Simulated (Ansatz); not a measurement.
## Convergence study of the plane-wave cutoff for TiTe₂ (P3m1, 3 atoms in the cell)

```
CELL_PARAMETERS angstrom
      3.83568     0.00000     0.00000
     -1.91784     3.32180     0.00000
      0.00000     0.00000     6.73841
ATOMIC_POSITIONS crystal
  Ti 0.00000 0.00000 0.00742
  Te 0.66667 0.33333 0.74983
  Te 0.33333 0.66667 0.25017
```

Method: LDA (PW92), default PAW files made with PBE (plane waves; Ansatz, a first-principles code).

Base settings: basis.ecutwfc = 420 eV; kpoints.mp_grid.grid = 8 8 4; hamiltonian.xc = lda; hamiltonian.pseudopotentials = {kind: paw} (the program's default PAW files); scf.occupations.method = fermi_dirac; scf.occupations.width = 0.1 eV.

The second cell is the first with its lattice scaled by 0.98.

The mesh stays at the base's, so the ladder's end is converged at best in this setting alone.

The first pressure column holds Ansatz's estimate of the finite-basis (Pulay) stress, which hides part of the cutoff error; the other is without it.

Only quantities that move along the ladder and can be compared are tabulated.

The count of work is k-points × plane waves × bands × iterations; it is no time. 

The starting cell comes from a database of computed structures (which also holds hypothetical and non-ambient phases and stackings), without a prior relaxation at this level. Its lattice was rescaled by up to half a per cent. One atom was moved a little off its site on purpose. Spin polarisation is off, so a magnetic state, if there is one, cannot be reached. In the base run, with a pressure of about -5 GPa the cell is away from its equilibrium volume at this level.

```csv
basis.ecutwfc,free energy less the last step's (meV/atom),energy of the compressed cell less the first (meV/atom),pressure (GPa),pressure without the Pulay estimate (GPa),largest difference of a force vector from the last step's (eV/Å),count of work / last
145 eV,50097.01,-552.92,-6.50,-951.90,0.504,0.090
170 eV,20434.24,85.34,-10.27,-480.50,0.996,0.11
190 eV,9874.96,-105.11,-8.47,-269.46,0.740,0.14
210 eV,4625.53,-46.55,-5.96,-146.39,0.269,0.14
230 eV,2082.87,-28.45,-4.49,-77.59,0.193,0.16
250 eV,895.19,-26.73,-4.31,-40.70,0.137,0.16
295 eV,112.66,-34.42,-4.98,-11.01,0.012,0.18
335 eV,15.34,-35.42,-4.97,-5.89,0.002,0.19
380 eV,2.94,-35.35,-4.95,-5.05,0.001,0.23
420 eV,1.41,-35.33,-4.95,-4.99,0.001,0.26
460 eV,0.77,-35.35,-4.95,-4.97,0.001,0.31
505 eV,0.51,-35.36,-4.96,-4.96,0.000,0.35
565 eV,0.38,-35.38,-4.96,-4.96,0.000,0.42
630 eV,0.22,-35.39,-4.96,-4.96,0.000,0.49
735 eV,0.11,-35.39,-4.96,-4.96,0.000,0.61
840 eV,0.05,-35.40,-4.96,-4.96,0.000,0.76
1010 eV,0.00,-35.40,-4.96,-4.96,0.000,1.0
```

Coarsest basis.ecutwfc that holds the pressure within 0.1 GPa of the last step, with all finer ones: 295 eV, at 0.18 of the last step's count of work; the step before is off by 0.65 GPa.

Coarsest basis.ecutwfc that holds the pressure without the Pulay estimate within 0.5 GPa of the last step, with all finer ones: 380 eV, at 0.23 of the last step's count of work; the step before is off by 0.94 GPa.

Coarsest basis.ecutwfc that holds the free energy within 5 meV/atom of the last step, with all finer ones: 380 eV, at 0.23 of the last step's count of work; the step before is off by 15 meV/atom.

The energy difference between the two cells stays within 1 meV/atom of the last step's from 295 eV on, the total only from 460 eV on: much of the error is common to both cells and cancels.

At the lowest cutoff the pressure without the Pulay estimate lies 947 GPa under the last step's, the usual sign of Pulay stress in an incomplete plane-wave basis.

Keys are those of Ansatz 0.2.
